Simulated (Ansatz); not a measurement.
**A computed series for CuI: response to strain**

The parent structure is CuI in the zinc blende structure (space group F-43m, No. 216; a = 6.079 Å).

Strains are applied to the cell and any free atomic positions relax.

The values are results of Ansatz (a quantum-chemistry and plane-wave program) PBE, no spin-orbit coupling, not measurements.

```json
[
 {"isotropic strain (%)": "0", "pressure (GPa)": "0.0"},
 {"isotropic strain (%)": "1.09", "pressure (GPa)": "-1.2"},
 {"isotropic strain (%)": "2.25", "pressure (GPa)": "-2.2"},
 {"isotropic strain (%)": "2.42", "pressure (GPa)": "?"},
 {"isotropic strain (%)": "3.38", "pressure (GPa)": "-3.0"},
 {"isotropic strain (%)": "5.68", "pressure (GPa)": "-4.2"}
]
```

Task: Fit P = P₀ − Bδ + Cδ² with δ = (1 + ε)³ − 1 to the rows shown and predict the withheld row.

Result: Least squares on the printed values gives P₀ = 0.0 GPa, B = 36.5 GPa, C = 74.3 GPa (largest residual 0.0 GPa); this predicts -2.3 GPa, and the run gives -2.3 GPa, in agreement.

No phonon test of stability was made. The final runs are not spin-polarised.
